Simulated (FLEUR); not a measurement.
# Convergence study of the basis cutoff for FeAl (P4mm, 2 atoms in the cell)

```xyz
2
Lattice="2.9187 0.0000 0.0000 0.0000 2.9187 0.0000 0.0000 0.0000 2.9187" Properties=species:S:1:pos:R:3 pbc="T T T"
Al     1.4594     1.4594     1.5094
Fe     0.0000     0.0000     0.0000
```

Computed with LDA (Perdew-Zunger), all-electron FLAPW (FLEUR), scalar-relativistic valence in FLEUR.

Base settings: Kmax = 4.7 1/bohr; GmaxXC = 16.4 1/bohr; xcFunctional = pz; jspins = 1; l_soc = F; mode = hist; fermiSmearingEnergy = 0.00367493 Htr; mesh (inpgen div1-3) = 4 4 4; inpgen gamma flag = true; Gmax = 16.4 1/bohr.

Moved along: Gmax, GmaxXC.

The second cell is the first with its lattice scaled by 0.98.

The mesh stays at the base's, so the ladder's end is converged at best in this setting alone.

Only quantities that move along the ladder and can be compared are tabulated.

The starting cell has typed, rounded lattice constants, without a prior relaxation at this level. Its lattice was rescaled by up to half a per cent. One atom was moved a little off its site on purpose. Spin polarisation is off. Values depend on the basis (sphere radii, cutoffs, local orbitals), which need not be converged.

Steps (Kmax): 2.78 1/bohr; 2.97 1/bohr; 3.15 1/bohr; 3.32 1/bohr; 3.49 1/bohr; 3.64 1/bohr; 3.93 1/bohr; 4.2 1/bohr; 4.46 1/bohr; 4.7 1/bohr; 4.93 1/bohr; 5.15 1/bohr; 5.46 1/bohr; 5.76 1/bohr; 6.22 1/bohr.

Problem. What is the coarsest Kmax that holds the energy of the compressed cell less the first within 0.5 meV/atom of the last step, with all finer ones?

Solution. 3.64 1/bohr; the step before is off by 2.3 meV/atom.

Problem. What is the coarsest Kmax that holds the free energy within 2 meV/atom of the last step, with all finer ones?

Solution. 4.46 1/bohr; the step before is off by 2.4 meV/atom.

Problem. What is the coarsest Kmax that holds the forces within 0.01 eV/Å of the last step, with all finer ones?

Solution. 3.15 1/bohr; the step before is off by 0.022 eV/Å.

```csv
Kmax,free energy less the last step's (meV/atom),energy of the compressed cell less the first (meV/atom),largest difference of a force vector from the last step's (eV/Å)
2.78 1/bohr,314.25,-96.52,0.053
2.97 1/bohr,142.98,-68.18,0.022
3.15 1/bohr,64.05,-65.04,0.008
3.32 1/bohr,35.52,-64.99,0.004
3.49 1/bohr,18.72,-63.83,0.003
3.64 1/bohr,11.78,-65.86,0.002
3.93 1/bohr,4.86,-66.15,0.001
4.2 1/bohr,2.42,-66.04,0.001
4.46 1/bohr,1.21,-66.05,0.000
4.7 1/bohr,0.69,-66.08,0.000
4.93 1/bohr,0.46,-66.09,0.000
5.15 1/bohr,0.31,-66.11,0.000
5.46 1/bohr,0.17,-66.13,0.000
5.76 1/bohr,0.09,-66.16,0.000
6.22 1/bohr,0.00,-66.17,0.000
```

The energy difference between the two cells stays within 1 meV/atom of the last step's from 3.64 1/bohr on, the total only from 4.7 1/bohr on: much of the error is common to both cells and cancels.

Two neighbours can agree and both be off: 3.15 1/bohr and 3.32 1/bohr differ by 0.05 meV/atom in the energy of the compressed cell less the first, yet lie about 1.2 meV/atom from the last step.
